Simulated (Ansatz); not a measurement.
Results of LDA in Ansatz (plane waves, PAW) for BiSiO3 (model structure, started from the PbTiO3 type, P4mm, No. 99, 5 atoms in the cell).

The input as run:

Ansatz 0.2 input:
```yaml
crystal:
  lattice:
    - [3.3663297309, 0.0, 0.0]
    - [0.0, 3.3663297309, 0.0]
    - [0.0, 0.0, 5.5633158876]
  atoms:
    - { symbol: Si, position: [0.5, 0.5, 0.6073026775] }
    - { symbol: Bi, position: [0.0, 0.0, 0.1613399567] }
    - { symbol: O, position: [0.0, 0.5, 0.5103820939] }
    - { symbol: O, position: [0.5, 0.0, 0.5103820939] }
    - { symbol: O, position: [0.5, 0.5, 0.900793178] }
basis:
  ecutwfc: 520
  ecutrho_ratio: 4
  xc_grid: 2
kpoints:
  mp_grid: { grid: [16, 16, 10] }
hamiltonian:
  xc: lda
  dispersion: none
  pseudopotentials: { kind: paw }
scf:
  occupations: { method: fermi_dirac, width: 0.05 }
  convergence: { dr2_threshold: 0.0000000005 }
output:
  forces: true
  stress: true
  eigenvalues: true
```

Question: How many irreducible k-points, plane waves at Γ does the program set up, and what pressure does the run end with?

Answer: 270 irreducible k-points, 1685 plane waves at Γ; P = -4.45 GPa, so the cell is stretched on average and its volume would shrink at this level.

From the output:

```
Crystal: 5 atoms, lattice volume = 63.044 Å³
Basis set: ecut = 520 eV, 1685 PW (Γ), exchange–correlation on 54×54×90 points (8 copies of the dense FFT grid, shifted against one another)
Bands: 24, of which v1, the nominal top of the filled ones, is band 19 counted from 1 (18 counted from 0)
Symmetry: 8 space group operations
Space group: P4mm (ITA 99), of the structure as read, at distance tolerance 4.0e-5 Å
k-points: 270 of 2560 (time reversal used)
Functional: x = slater, c = lda
SCF iter   1: F=—  HF=-14361.246783 eV  |F-HF|=—  |Δ(HF+E_count)|=         —  Δρ=1.22e-2  dr2=8.94e-2
SCF iter   2: F=—  HF=-14361.229349 eV  |F-HF|=—  |Δ(HF+E_count)|=   1.74e-2  Δρ=7.60e-3  dr2=2.48e-2
  ...
SCF iter   8: F=—  HF=-14361.221042 eV  |F-HF|=—  |Δ(HF+E_count)|=   2.08e-8  Δρ=2.41e-6  dr2=2.05e-9
SCF iter   9: F=-14361.221042 eV  HF=-14361.221042 eV  |F-HF|=1.09e-11  |Δ(HF+E_count)|=   1.02e-9  Δρ=4.71e-7  dr2=1.04e-10
SCF 1 converged in 9 iterations: F = -14361.221042 eV  dr2 = 1.04e-10
SCF converged after 9 iterations
Free energy (F): -14361.221042 eV
Internal energy: -14361.210708 eV  (E = F + TS)
E sigma→0 (E₀):  -14361.215875 eV
Fermi energy:    11.070838 eV
--- Forces (eV/Å), atoms counted from 1 ---
  atom   1  Si    -0.00000000     0.00000000     0.08712821
  atom   2  Bi    -0.00000000     0.00000000     0.08936252
  atom   3  O      0.00000000     0.00000000     0.03398373
  atom   4  O      0.00000000     0.00000000     0.03398373
  atom   5  O      0.00000000     0.00000000    -0.24445297
--- Stress (GPa, compression-positive) ---
       -4.447658       0.000000       0.000000
        0.000000      -4.447658       0.000000
        0.000000       0.000000      -4.440256
  P = ⅓ Tr σ = -4.4452 GPa (-44.452 kbar)
```

The PAW data were made under PBE.

Note: the relaxation could raise the start's symmetry but not lower it, so the cell can be a saddle point. Note: cell and atoms aren't relaxed at this level (largest force component 0.24 eV/Å, pressure -4.4 GPa).

A model structure was made by putting elements into a prototype or built by hand; it is no filed structure, need not be a known phase, and can be a saddle point held by its symmetry.

Ansatz is a first-principles code.
